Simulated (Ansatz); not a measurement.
## By hand: reaction energy

Consider the reaction energy. Reaction: C (diamond) + Si (diamond) → SiC (3C, zinc blende). A negative value means that the right-hand side lies lower.

SiC (3C, zinc blende, F-43m), 2 atoms in the cell. Conventional cell: a = 4.3797 Å, b = 4.3797 Å, c = 4.3797 Å, α = 90.00°, β = 90.00°, γ = 90.00°.

C (diamond, Fd-3m), 2 atoms in the cell. Conventional cell: a = 3.572 Å, b = 3.572 Å, c = 3.572 Å, α = 90.00°, β = 90.00°, γ = 90.00°.

Ansatz (an electronic-structure program) with PAW potentials; structures come from PBE relaxations, nuclei static, no net charge. Ansatz runs with its default PAW set. Other levels take these structures. The lattices are those relaxed with PBE, so at other levels the solids can be strained. A dispersion term (D3(BJ), or D4 for r2SCAN) was computed beside these levels and is taken off wherever the name lacks it.

Total energies of the cells in eV, at zero smearing width. They compare only within one column; the weights balance every element.

```csv
cell,atoms,weight,r2SCAN
"SiC (3C, zinc blende)",2,+2,-891.33029
C (diamond),2,−1,-503.11012
Si (diamond),2,−1,-1278.13039
```

r2SCAN: 2 × (-891.33029) − (-503.11012) − (-1278.13039) = -1.420 eV; dividing by 2 gives -0.71 eV.

What follows from the r2SCAN value: Per mole of the reaction as written, -0.710 eV × 96.485 = -68.5 kJ.
